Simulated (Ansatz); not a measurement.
System: CsCl-type FeAl. Method: PBE0 in Ansatz (plane waves, PAW).

Run with plane-wave cutoff 460 eV, 10×10×10 k mesh, Fermi–Dirac smearing 0.05 eV, no spin polarisation, scalar-relativistic PAW data made under PBE.

Computed points:

```
V (Å³/atom)  E − E_lowest (meV/atom)
-----------  -----------------------
10.845                         19.11
11.130                          4.23
11.516                          0.00
11.701                          3.66
11.986                         15.68
```

Problem. Fit the third-order Birch–Murnaghan equation and give B0 and B′.

Solution. V0 = 11.419 Å³/atom, B0 = 200 GPa, B′ = 4.1 (fit to the energies at full precision).

Measured, for comparison: bulk modulus 152 GPa (room temperature, not corrected to a static lattice; as tabulated in Yamada et al. (2019), arXiv:1910.09660); equilibrium volume per atom 12.32 Å³/atom (room temperature, not corrected to a static lattice; as tabulated in Liu et al. (2023), doi:10.1107/s2414314623010659). Computed (rounded) less measured: bulk modulus +32 %, equilibrium volume per atom -7.3 %.

Note: the run has no spin polarisation, so it can have missed a magnetic state.

Computed values are for the static lattice.

Ansatz is a program for electronic structure.
